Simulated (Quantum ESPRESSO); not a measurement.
A self-consistent single point of NiSb (P1, 4 atoms in the cell) with Quantum ESPRESSO.

Computed with PBE, PSlibrary ultrasoft (PBE) pseudopotentials (plane waves; Quantum ESPRESSO).

```
NiSb
1.0
    3.92967     0.00000     0.00000
   -1.96484     3.40319     0.00000
    0.00000     0.00000     5.11619
Ni Sb
2 2
Direct
  0.99389   0.99685   0.00155
  0.99827   0.00155   0.50396
  0.34159   0.66761   0.24963
  0.66625   0.33399   0.74485
```

Reference input (self-consistent single point, DFT, PBE, plane waves, PSlibrary ultrasoft (PBE) pseudopotentials): ecutwfc = 50 Ry; ecutrho = 300 Ry; occupations = smearing; smearing = gaussian; degauss = 0.019992 Ry; potentials = {Ni: Ni.pbe-n-rrkjus_psl.1.0.0.UPF, Sb: Sb.pbe-n-rrkjus_psl.1.0.0.UPF}; K_POINTS = automatic 5 5 4 0 0 0; conv_thr = 1e-10 Ry; mixing_beta = 0.7. This run's input differs from it in these lines:

```diff
@@ -35,3 +35,3 @@
 K_POINTS automatic
-5 5 4  0 0 0
+7 7 5  0 0 0
```

Output, abridged:

```
     Self-consistent Calculation

     iteration #  1     ecut=    50.00 Ry     beta= 0.70

     total energy              =    -239.89304742 Ry
     estimated scf accuracy    <       1.54699721 Ry

     iteration #  2     ecut=    50.00 Ry     beta= 0.70

     total energy              =    -237.26568075 Ry
     estimated scf accuracy    <      36.81752682 Ry

     iteration #  3     ecut=    50.00 Ry     beta= 0.70

     total energy              =    -240.95238028 Ry
     estimated scf accuracy    <       0.03801732 Ry

   [... 9 blocks of this kind left out ...]

     iteration # 13     ecut=    50.00 Ry     beta= 0.70

     total energy              =    -241.00837277 Ry
     estimated scf accuracy    <          2.1E-09 Ry

     iteration # 14     ecut=    50.00 Ry     beta= 0.70
     End of self-consistent calculation

     Number of k-points >= 100: set verbosity='high' to print the bands.

     the Fermi energy is    10.9969 ev

!    total energy              =    -241.00837277 Ry
     estimated scf accuracy    <          4.1E-11 Ry
     smearing contrib. (-TS)   =      -0.00582687 Ry
     internal energy E=F+TS    =    -241.00254590 Ry

     convergence has been achieved in  14 iterations

     Forces acting on atoms (cartesian axes, Ry/au):

     atom    1 type  1   force =     0.00838153    0.00305501   -0.00117746
     atom    2 type  1   force =     0.00667584    0.00039325   -0.00781570
     atom    3 type  2   force =    -0.01318394   -0.00235269   -0.00020831
     atom    4 type  2   force =    -0.00187342   -0.00109557    0.00920147

     Total force =     0.021344     Total SCF correction =     0.000009

          total   stress  (Ry/bohr**3)                   (kbar)     P=       37.90
   0.00028273   0.00003732  -0.00000418           41.59        5.49       -0.62
   0.00003732   0.00027452  -0.00000135            5.49       40.38       -0.20
  -0.00000418  -0.00000135   0.00021557           -0.62       -0.20       31.71

   JOB DONE.
```

The run converged in 14 iterations. Against the reference run the free energy goes down by 7.0 meV/atom, the pressure goes from 4.00 to 3.79 GPa and the largest force moves little (0.351 to 0.344 eV/Å).

The starting cell comes from a database of computed structures (which also holds hypothetical and non-ambient phases and stackings), without a prior relaxation at this level. Its atoms were displaced at random from the sites of space group no. 194. Spin polarisation is off. With a pressure of about 4 GPa the cell is away from its equilibrium volume at this level.

Cost on one core of a shared machine: roughly 80 s.
